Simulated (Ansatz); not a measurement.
Functionals compared on a constructed model of the (100) surface of germanium, top plane replaced by In dimers, 2x1 (bottom of the slab: dihydride, held), in Ansatz (plane waves, PAW). The structure was relaxed with PBE; the other rows are single points on it. Cutoff 420 eV (500 eV for r2SCAN).

Set-up: 20 atoms, 11.6 Å thick at the start with caps and adatoms (thin: gaps and levels are the slab's own); mesh 4x7x1; 0.025 eV smearing; dipole correction on; 8 atoms held, the rest relaxed; held to the start's symmetry, so lower structures may exist; no spin (no spin-polarised run to compare, though such a face may carry moments), no spin-orbit, no U. The slab shows no gap on its mesh. It is one candidate, not shown to be the stable structure of the face. These notes are the PBE run's.

```tsv
functional	work function of the top face (eV)	rough cost of the single point
PBE	3.70	–
r2SCAN	…	very roughly 6 core-minutes
```

### Question
Some entries are withheld; supply them.

### Answer

- r2SCAN, work function of the top face (eV): 3.76

Ansatz is a quantum-chemistry and plane-wave program.
